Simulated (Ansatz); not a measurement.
A hypothetical phase is included: elements placed on a structure type, which no database files for this compound.

## Evanescent states of GaN (Pm-3n, 12 atoms a cell, 14.2 Å³ an atom, -2 GPa at this level) along the normal of (110)

Level of theory: r2SCAN (plane waves, PAW; Ansatz, a first-principles code).

No gap correction and no spin-orbit coupling; mid-gap is the computed energy nearest the middle.

Energies count from the valence-band top; κ is the least over a 6×4 mesh across the current.

```json
[
 {"E (eV)": "0.05", "κ (1/Å)": "0.052", "where": "Γ"},
 {"E (eV)": "0.15", "κ (1/Å)": "0.087", "where": "Γ"},
 {"E (eV)": "0.25", "κ (1/Å)": "0.109", "where": "Γ"},
 {"E (eV)": "0.35", "κ (1/Å)": "0.125", "where": "Γ"},
 {"E (eV)": "0.45", "κ (1/Å)": "0.136", "where": "Γ"},
 {"E (eV)": "0.55", "κ (1/Å)": "0.145", "where": "Γ"},
 {"E (eV)": "0.65", "κ (1/Å)": "0.152", "where": "Γ"},
 {"E (eV)": "0.75", "κ (1/Å)": "0.156", "where": "Γ"},
 {"E (eV)": "0.85", "κ (1/Å)": "0.158", "where": "Γ"},
 {"E (eV)": "0.95", "κ (1/Å)": "0.158", "where": "Γ"},
 {"E (eV)": "1.05", "κ (1/Å)": "0.156", "where": "Γ"},
 {"E (eV)": "1.15", "κ (1/Å)": "0.152", "where": "Γ"},
 {"E (eV)": "1.25", "κ (1/Å)": "0.145", "where": "Γ"},
 {"E (eV)": "1.35", "κ (1/Å)": "0.137", "where": "Γ"},
 {"E (eV)": "1.45", "κ (1/Å)": "0.125", "where": "Γ"},
 {"E (eV)": "1.55", "κ (1/Å)": "0.109", "where": "Γ"},
 {"E (eV)": "1.65", "κ (1/Å)": "0.088", "where": "Γ"},
 {"E (eV)": "1.75", "κ (1/Å)": "0.053", "where": "Γ"}
]
```

Problem. How thick must the barrier be to attenuate the transmission by 10^8 when the electrodes' Fermi level lies at 0.95 eV, and what attenuation does that film give at 1.45 eV?

Solution. d = 8 ln 10 / (2 × 0.158) = 58.3 Å. At 1.45 eV it gives 8 × 0.125/0.158 = 6.3 decades.
